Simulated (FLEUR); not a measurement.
**Equation of state of fcc Rh (space group 225): energy against volume (FLEUR, PBE)**

```xyz
1
Lattice="0.0000 1.8662 1.8662 1.8662 0.0000 1.8662 1.8662 1.8662 0.0000" Properties=species:S:1:pos:R:3 pbc="T T T"
Rh     0.0000     0.0000     0.0000
```

Level of theory: PBE, all-electron FLAPW (FLEUR), scalar-relativistic valence run with FLEUR. Settings: Kmax = 4.9 1/bohr; GmaxXC = 19.6 1/bohr; xcFunctional = pbe; jspins = 1; l_soc = F; mode = hist; fermiSmearingEnergy = 0.00183747 Htr; mesh (inpgen div1-3) = 26 26 26; inpgen gamma flag = true; Gmax = 19.6 1/bohr; numbands = 0; maxIterBroyd = 40; imix = Anderson; alpha = 0.05; precondParam = 0; minDistance = 1e-05 me/bohr^3. The cell above is the first row's. The rows scale it uniformly. In all rows the k mesh is held. E is the free energy at the stated smearing, counted from the lowest row.

```csv
V (Å^3/atom),E (meV/atom)
12.9992,78.20
13.2818,40.64
13.5644,16.07
13.8470,2.97
14.1295,0.00
14.4121,5.97
14.6947,19.82
14.9773,40.62
15.2599,?
```

Taking the third-order Birch-Murnaghan form, a cubic in V^(-2/3) for E over the 8 complete rows: With u = V^(-2/3) - 0.172, the rows have u = 0.008879, 0.006304, 0.003819, 0.001419, -0.000900, -0.003145, -0.005316, -0.007420. Least squares gives E = 0.042 + 824.69·u + 871144·u² + 3086512·u³. Residuals (row less fit): -0.003, 0.006, 0.001, -0.005, -0.003, 0.001, 0.007, -0.004; standard error 0.006 (degrees of freedom: 4). Its minimum lies at u = -0.000475, so V0 = (0.171525)^(-3/2) = 14.08. There d²E/du² = 1734000 and d³E/du³ = 1.852e7, so B0 = (4/9) × 14.08^(-7/3) × 1734000 × 0.160218 = 258 GPa (the last factor turns the table's units into GPa), and B0' = 4 + (2/3) × 0.171525 × (1.852e7)/1734000 = 5.2.

Q: Estimate the missing E (V = 15.2599); what did the run itself give?

A: u = -0.009458, so E = 0.042 + 824.69 × (-0.009458) + 871144 × (-0.009458)² + 3086512 × (-0.009458)³ = 67.558 meV/atom. The calculation gives 67.52 meV/atom, 0.038 meV/atom below the prediction (under 0.05 % of the range of E in the table). The row lies outside the fitted rows, so this is an extrapolation. From the scatter of the fitted rows alone, a prediction at this place has a standard error of 0.015 meV/atom, so the miss is 2.5 times that.

Carrying the step between the two nearest rows on in a straight line would have given 61.42, off by 6.10; series whose last step already gives the withheld value aren't shown. The scan was laid around a cell of about the measured size, scaled by a guess for this functional. Spin polarisation is off. Values depend on the basis (sphere radii, cutoffs, local orbitals), which need not be converged. Cutoffs and mesh are single choices, not tested for convergence of this quantity. Series with a scatter that would blur these digits, or in which a gap closes, are not shown. Nor are scans whose minimum lies at an end fitted in this form.
